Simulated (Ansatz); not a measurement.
The parent structure is MgSe in the rock salt structure (space group Fm-3m, No. 225; a = 5.472 Å). Axes: x, y, z lie along the cube axes.

The values are results of r2SCAN (Ansatz, a first-principles code; PAW; 500 eV plane waves; spin-orbit coupling left out), not measurements.

Base values:

The electron mass is 0.48 mₑ along k, 0.25 mₑ across (at X) and the volume per atom comes out as 20.48 Å³. The band gap is 2.48 eV.

Modification: biaxial strain +1.00 %, plane normal [001], relaxed out of plane (Cartesian); in-plane vectors clamped, the third vector and the atoms free.

### Question
What happens to the electron mass?

### Answer
The electron mass becomes 0.46 mₑ along k, 0.26 mₑ across (at X) (base: 0.48 mₑ along k, 0.25 mₑ across (at X)).

### Question
What does the calculation give for the volume per atom after the change?

### Answer
The volume per atom grows by 0.29 Å³ to 20.77 Å³.

### Question
What does the calculation give for the band gap after the change?

### Answer
The band gap decreases by 0.10 eV, from 2.48 eV to 2.38 eV.

Effective masses come from finite differences of ±0.01 Å⁻¹. Along k means along the line from Γ to the band edge. Stability against distortions was not tested.
